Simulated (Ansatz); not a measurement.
The parent structure is WC (space group P-6m2, No. 187; a = 2.913 Å, c = 2.835 Å; relaxed with 0.1 eV smearing).

Calculations: r2SCAN/PAW in Ansatz (a first-principles code), spin-orbit coupling left out.

Before the change:

The pressure is 0.0 GPa. The band gap is zero.

Modification: the cell is scaled by 0.9633 in all directions; the atoms relax in the strained cell.

What does the calculation give for the energy relative to the base, pressure and band gap after the change?

The energy goes up by 180 meV/atom; the pressure (mean of the normal stresses, compression positive) goes from zero to 57.3 GPa; the band gap remains zero.

No phonon test of stability was made. The final runs are not spin-polarised.
